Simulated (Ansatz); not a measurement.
# Quick settings and what they miss: Ga2O3 (C2/m, 10 atoms in the cell)

Self-consistent single point.

```xyz
10
Lattice="6.0076 -1.4909 0.0000 6.0076 1.4909 0.0000 -1.3542 0.0000 5.5283" Properties=species:S:1:pos:R:3 pbc="T T T"
Ga     3.1711     0.0000     3.7884
Ga     7.4899     0.0000     1.7399
Ga    10.6503     0.0000     1.1345
Ga     0.0107     0.0000     4.3938
O      5.0434     0.0000     4.1094
O      5.6176     0.0000     1.4189
O      9.3406     0.0000     2.4146
O      1.3203     0.0000     3.1137
O      1.8287     0.0000     0.6034
O      8.8323     0.0000     4.9249
```

Method of the run: PBEsol, default PAW files made with PBE (plane waves; Ansatz, a quantum-chemistry and plane-wave program).

Base settings: basis.ecutwfc = 420 eV; kpoints.mp_grid.grid = 6 6 3; hamiltonian.xc = pbesol; hamiltonian.pseudopotentials = {kind: paw} (the program's default PAW files); scf.occupations.method = fixed.

Tight run (finer mesh or higher cutoff; not a proven limit): basis.ecutwfc: 420 eV → 590 eV; kpoints.mp_grid.grid: 6 6 3 → 9 9 5; scf.convergence.dr2_threshold: default (1e-07 eV) → 1e-09 eV. It gave top of the valence band (on the code's own zero) 8.85 eV; gap on the k-point mesh 2.82 eV; pressure 14.88 GPa; largest force (vector length) 0.426 eV/Å.

Quick runs, as changes from the base:
- A: the base itself
- B: kpoints.mp_grid.grid: 6 6 3 → 4 4 4; scf.occupations.method: fixed → gaussian; scf.occupations.width: default → 0.136 eV; scf.convergence.dr2_threshold: default (1e-07 eV) → 0.001 eV
- C: basis.ecutwfc: 420 eV → 250 eV; kpoints.mp_grid.grid: 6 6 3 → 3 3 3
- D: basis.ecutwfc: 420 eV → 250 eV; kpoints.mp_grid.grid: 6 6 3 → 6 6 6; scf.occupations.method: fixed → cold; scf.occupations.width: default → 0.136 eV; scf.convergence.dr2_threshold: default (1e-07 eV) → 0.001 eV
- E: basis.ecutwfc: 420 eV → 335 eV; kpoints.mp_grid.grid: 6 6 3 → 6 6 6; hamiltonian.xc: pbesol → lda [LDA (PW92)]
- F: basis.ecutwfc: 420 eV → 295 eV; kpoints.mp_grid.grid: 6 6 3 → 4 4 4; hamiltonian.xc: pbesol → lda; scf.occupations.method: fixed → gaussian; kpoints.mp_grid.shift: default → 0.5 0.5 0.5; scf.occupations.width: default → 0.272 eV; scf.convergence.dr2_threshold: default (1e-07 eV) → 0.001 eV [LDA (PW92)]

Dashes: energy of E, F, another energy zero.

Gaps are read on each run's own mesh, which may miss the band edges.

† marks runs with another functional, U, potentials or spin treatment: their distance from the tight run is not a convergence error alone.

The count of work is k-points × plane waves × bands × iterations; it is no time. 

Pressures in the table are Ansatz's without its Pulay estimate, at a fixed set of plane waves; the tight run's value above holds the estimate.

The starting cell comes from a database of computed structures (which also holds hypothetical and non-ambient phases and stackings), without a prior relaxation at this level. Its lattice was rescaled by a random factor within 2.5 % of one. In the base run, with a pressure of about 15 GPa the cell is away from its equilibrium volume at this level.

```
run  energy less tight (meV/atom)  pressure less tight (GPa)  largest miss in a force vector (eV/Å)  gap on the mesh less tight (eV)  count of work / tight
---  ----------------------------  -------------------------  -------------------------------------  -------------------------------  ---------------------
A                             5.2                      -0.82                                  0.002                           -0.001                   0.16
B                             6.7                      -0.81                                  0.003                           -0.001                  0.083
C                          1689.3                    -134.13                                  0.719                           -0.225                  0.024
D                          1666.1                    -133.45                                  0.713                           -0.249                  0.089
E†                              –                     -20.29                                  0.164                           -0.030                   0.23
F†                              –                     -47.26                                  0.379                            0.301                  0.041
```

Among the runs at the tight run's level, the energy misses run from 5.2 to 1689.3 meV/atom.

Keys are those of Ansatz 0.2.
